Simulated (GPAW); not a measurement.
## How far to go with the plane-wave cutoff: Ta (Im-3m, 1 atom in the cell)

```xyz
1
Lattice="-1.6583 1.6583 1.6583 1.6583 -1.6583 1.6583 1.6583 1.6583 -1.6583" Properties=species:S:1:pos:R:3 pbc="T T T"
Ta     0.0000     0.0000     0.0000
```

Method: PBE, GPAW PAW datasets PBE (gpaw-data 1.0.1) (plane waves; GPAW 25.7.0).

Base settings: mode = pw; ecut = 600 eV; xc = PBE; kpts = 5 5 5; mesh shift (steps) = 0 0 0; occupations.name = methfessel-paxton; occupations.width = 0.1 eV; occupations.order = 0; nbands = -9; convergence.density = 1e-05 e/electron.

The second cell is the first with its lattice scaled by 0.98.

The mesh stays at the base's, so the ladder's end is converged at best in this setting alone.

Only quantities that move along the ladder and can be compared are tabulated.

The count of work is k-points × plane waves × bands × iterations; it is no time. 

The starting cell has typed, rounded lattice constants, without a prior relaxation at this level. Its lattice was rescaled by up to half a per cent. Spin polarisation is off. In the base run, with a pressure of about 4 GPa the cell is away from its equilibrium volume at this level. Without a gap this mesh is coarse (it stands for a supercell whose shortest vector is 14 Å).

| ecut | free energy less the last step's (meV/atom) | energy of the compressed cell less the first (meV/atom) | pressure (GPa) | count of work / last |
|---|---|---|---|---|
| 210 eV | 351.84 | 66.30 | -2.62 | 0.064 |
| 240 eV | 211.15 | 66.80 | -1.65 | 0.076 |
| 270 eV | 124.04 | 59.03 | 0.00 | 0.091 |
| 300 eV | 67.45 | 67.94 | 1.50 | 0.11 |
| 330 eV | 36.06 | 67.33 | 2.47 | 0.11 |
| 360 eV | 19.47 | 65.14 | 3.04 | 0.14 |
| 420 eV | 6.58 | 65.00 | 3.54 | 0.18 |
| 480 eV | 2.23 | 65.16 | 3.72 | 0.19 |
| 540 eV | 0.75 | 65.19 | 3.79 | 0.23 |
| 600 eV | 0.24 | 65.23 | 3.81 | 0.27 |
| 660 eV | 0.12 | 65.17 | 3.82 | 0.31 |
| 720 eV | 0.10 | 65.17 | 3.83 | 0.35 |
| 810 eV | 0.06 | 65.17 | 3.83 | 0.42 |
| 900 eV | 0.06 | 65.17 | 3.83 | 0.49 |
| 1200 eV | 0.01 | 65.18 | 3.83 | 0.76 |
| 1440 eV | 0.00 | 65.19 | 3.83 | 1.0 |

Coarsest ecut that holds the pressure within 0.2 GPa of the last step, with all finer ones: 480 eV, at 0.19 of the last step's count of work; the step before is off by 0.29 GPa.

Coarsest ecut that holds the energy of the compressed cell less the first within 0.2 meV/atom of the last step, with all finer ones: 360 eV, at 0.14 of the last step's count of work; the step before is off by 2.1 meV/atom.

Coarsest ecut that holds the free energy within 5 meV/atom of the last step, with all finer ones: 480 eV, at 0.19 of the last step's count of work; the step before is off by 6.6 meV/atom.

The energy difference between the two cells stays within 1 meV/atom of the last step's from 360 eV on, the total only from 540 eV on: much of the error is common to both cells and cancels.

At the lowest cutoff the pressure lies 6.5 GPa under the last step's, the usual sign of Pulay stress in an incomplete plane-wave basis.

Left out of this page: 1 run of the series outside the window shown, repeating another row's setting, or not comparable.
